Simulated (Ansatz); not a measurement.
Consider AlAs in the zinc blende structure (space group F-43m, No. 216).

```
CELL_PARAMETERS angstrom
      0.00000     2.86406     2.86406
      2.86406     0.00000     2.86406
      2.86406     2.86406     0.00000
ATOMIC_POSITIONS crystal
  As 0.75000 0.75000 0.75000
  Al 0.00000 0.00000 0.00000
```

Calculations: Ansatz (a program for electronic structure) PBE, no spin-orbit coupling, earlier PAW set.

Base values:

The pressure is 0.00 GPa, the electron mass is 0.90 mₑ along k, 0.24 mₑ across (at X) and the valley order comes out as X along ⟨100⟩ 1.50 eV; Γ 1.78 eV; L along ⟨111⟩ 2.02 eV.

Perturbation: the cell is scaled by 1.0163 in all directions, atoms relaxed at fixed cell.

Estimate the effect on the pressure, electron mass, valley order and energy relative to the base.

The pressure goes from zero to -2.93 GPa; the electron mass becomes 0.087 mₑ (at Γ) (base: 0.90 mₑ along k, 0.24 mₑ across (at X)); the valley order (the lowest conduction-band minima on the path, energy above the VBM, named in the base's zone) becomes Γ 1.41 eV; X along ⟨100⟩ 1.58 eV; L along ⟨111⟩ 1.84 eV (base: X along ⟨100⟩ 1.50 eV; Γ 1.78 eV; L along ⟨111⟩ 2.02 eV); the energy increases by 11 meV/atom.

The levels and masses belong to the bands next to the band gap. The cells carry an imposed strain or load. Effective masses come from finite differences of ±0.01 Å⁻¹. Along k means along the line from Γ to the band edge. Whether these cells are dynamically stable was not tested.
